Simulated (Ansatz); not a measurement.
The parent structure is ZnS in the zinc blende structure (space group F-43m, No. 216).

```xyz
2
Lattice="0.0000 2.6484 2.6484 2.6484 0.0000 2.6484 2.6484 2.6484 0.0000" Properties=species:S:1:pos:R:3 pbc="T T T"
Zn     0.0000     0.0000     0.0000
S      3.9726     3.9726     3.9726
```

Cartesian axes are those of the cell as printed.

The values are results of LDA (Ansatz, a program for electronic structure, PAW, no spin-orbit coupling), not measurements.

One thing is altered: an isotropic linear strain of +1.00 %, atoms relaxed at fixed cell.

Q: Predict the stress tensor and what it implies for the stiffness.

A: Stress of the strained cell less that of the base (GPa, compression positive):
```
  -2.42    0.00    0.00
   0.00   -2.42    0.00
   0.00    0.00   -2.42
```

Then B = −ΔP/(ΔV/V₀) with ΔV/V₀ = 0.0303 gives secant stiffness values (nonlinear terms included at this strain): B ≈ 80 GPa.

As a check, the harmonic strain energy −½ V₀ Δσ:ε is 4.2 meV/atom; the computed energy rise is 4.4 meV/atom.

No phonon test of stability was made.
